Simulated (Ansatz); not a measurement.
TlZnBr$_{3}$ in the cubic perovskite structure (space group Pm-3m, No. 221; a hypothetical phase, not in the database extracts checked)

```yaml
crystal:
  lattice:
    - [5.13492, 0.00000, 0.00000]
    - [0.00000, 5.13492, 0.00000]
    - [0.00000, 0.00000, 5.13492]
  atoms:
    - { symbol: Tl, position: [0.00000, 0.00000, 0.00000] }
    - { symbol: Zn, position: [0.50000, 0.50000, 0.50000] }
    - { symbol: Br, position: [0.00000, 0.50000, 0.50000] }
    - { symbol: Br, position: [0.50000, 0.50000, 0.00000] }
    - { symbol: Br, position: [0.50000, 0.00000, 0.50000] }
```

Computed with Ansatz (a quantum-chemistry and plane-wave program), PBEsol, PAW, cutoff 420 eV, no SOC. Γ-centred 7×7×7 mesh, Fermi–Dirac width 0.05 eV.

The volume per atom comes out as 27.08 Å³ and the density is 6.25 g/cm³. The band gap is 0.29 eV, indirect, M → Γ. The electron mass comes out as 0.12 mₑ, the lowest conduction-band minima above the VBM is Γ 0.29 eV and the total energy is -4557.936 eV/atom (σ→0; compares only within this code and set-up).

Spin-orbit coupling, missing from the scalar runs, can matter with Tl. Effective masses come from finite differences of ±0.01 Å⁻¹. Stability against distortions was not tested. Many cubic perovskites are stable only at high temperature; tilts and polar distortions were not tested. A zero or small gap of TlZnBr3 can be the functional's error rather than a property of the material.
